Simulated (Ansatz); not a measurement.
Start from MoSi2 (space group I4/mmm, No. 139; a = 3.174 Å, c = 7.779 Å; relaxed with 0.1 eV smearing). Axes: x, y, z lie along a, b, c of the conventional cell.

Structures relaxed with LDA, PAW, 420 eV (Ansatz, a program for electronic structure; without spin-orbit coupling).

Base:

Simulated powder pattern, Co Kα, λ = 1.79026 Å (kinematic, ideal powder, no thermal factors, no anomalous dispersion; the 14 strongest lines at most, above 2 %, up to 2θ = 90°):

```tsv
2θ (°)	I/Imax (%)	hkl
26.61	33	(002)
35.47	62	(101)
47.01	71	(110)
52.95	100	(103)
54.81	4.3	(004)
54.84	19	(112)
68.67	23	(200)
75.04	6.8	(114)
75.06	7.5	(202)
79.70	6.7	(105)
79.74	12	(211)
87.33	6.4	(006)
```

After one change:

Simulated powder pattern, Co Kα, λ = 1.79026 Å (kinematic, ideal powder, no thermal factors, no anomalous dispersion; the 14 strongest lines at most, above 2 %, up to 2θ = 90°):

```csv
2θ (°),I/Imax (%)
26.34,34
35.42,60
47.01,70
52.61,100
54.23,4.3
54.69,19
68.67,23
74.55,6.7
74.94,7.4
78.94,6.9
79.71,12
86.25,6.4
```

Question: Which of these changes matches the shifts?
A) uniaxial strain ε_zz = −1.00 %
B) uniaxial strain ε_zz = −1.50 %
C) uniaxial strain ε_zz = +1.00 %
D) uniaxial strain ε_zz = +1.50 %

Answer: C, uniaxial strain ε_zz = +1.00 %. Its volume per atom is 13.19 Å³ against 13.06 Å³, and its space group is I4/mmm (No. 139).

Whether these cells are dynamically stable was not tested. All final runs are without spin polarisation.
